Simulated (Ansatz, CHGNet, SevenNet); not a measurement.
How well does each level of theory give the cohesive energy of A15 Mo3Si?

Reference value: 6.62 ± 0.03 eV/atom (worked out here from tabulated enthalpies at 298 K, copied from a table, unchecked, brought to a static lattice with a Debye model, atoms in their spin–orbit ground levels; inputs from the CRC Handbook).

```tsv
level (code)	value (eV/atom)	cell (Å³/atom)	error (eV/atom)
CHGNet 0.3.0	6.00	14.95	-0.62
SevenNet-l3i5	6.27	14.89	-0.35
LDA (Ansatz)	7.77	14.12	+1.15
PBE (Ansatz)	6.19	14.76	-0.43
PBEsol (Ansatz)	6.95	14.36	+0.33
r²SCAN (Ansatz)	5.72	14.57	-0.90
HSE06 (Ansatz)	5.44	14.37	-1.18
```

Leaving aside CHGNet 0.3.0 (doubt noted below), SevenNet-l3i5 (doubt noted below), HSE06 (doubt noted below): Once the reference is moved by up to 0.20 eV/atom (a margin picked here for doubts on the reference and the settings) and values within 0.03 eV/atom count as equal, the nearest can be PBEsol (+0.33 eV/atom) or PBE (-0.43 eV/atom). By the same margin the farthest can be LDA (+1.15 eV/atom) or r²SCAN (-0.90 eV/atom).

Free atoms are spin-polarised, in the lowest state found; at levels without +SOC their spin–orbit coupling is left out.  CHGNet 0.3.0, SevenNet-l3i5: free atoms can lie outside what these potentials were trained on. CHGNet 0.3.0: the energies of CHGNet 0.3.0 can hold anion corrections fitted to measured formation enthalpies. HSE06: the run has no spin polarisation, so it can have missed a magnetic state. HSE06: the free atom's electronic state is in doubt. Each level is taken at its own relaxed cell. Cutoffs and k meshes differ between the levels. Ansatz's density-functional and Hartree–Fock values are scalar-relativistic unless marked +SOC, with PAW data made under PBE.

Machine-learned potentials (CHGNet 0.3.0, SevenNet-l3i5) are trained on DFT data: a solid inside that data is no test of them.

Differences are worked out from the printed values.

Ansatz is a first-principles code.
